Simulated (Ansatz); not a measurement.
Cl on the 1x1 (111) surface of fcc Ir, one in a 2x1 cell, started at the site 'bridge Ir-Ir (span 2.7 Å)'

Computed with PBE (plane waves to 420 eV, PAW; Ansatz, an electronic-structure program).

Slab: 9 atoms, 6.6 Å thick at the start under the adsorbate (thin: gaps and levels are the slab's own); k 6x12x1, smearing 0.1 eV, dipole-corrected; 4 atoms held, the rest relaxed; symmetry of the start imposed; no spin, no spin-orbit, no U, no dispersion correction. At the end it is bonded to Ir. In PBE it is, or lies within 0.03 eV of, the lowest of the starts that converged.

The adsorption energy against ½ Cl2(g) is -956 meV and the work function of the top face comes out as 5.76 eV. The change of the work function comes out as 0.28 eV and the change of the step from the bottom to the top vacuum level, against the clean slab comes out as 0.23 eV. The energy released by relaxation is 0.48 eV and the height of the binding atom over the mean of the host atoms within 0.3 Å of the top one is 2.358 Å. The nearest host atoms of the binding atom is Ir at 2.31 Å, Ir at 3.64 Å, Ir at 4.81 Å. The largest move of a host atom is 0.07 Å. The caution is the clean host was not checked against rearrangement in a larger or rattled cell. The note is in the relaxation the adsorbate left its starting site by 2.4 Å and the cost is about 7 core-minutes (a rough figure).

A negative adsorption energy means that the adsorbate is more stable on the surface than in its reference.
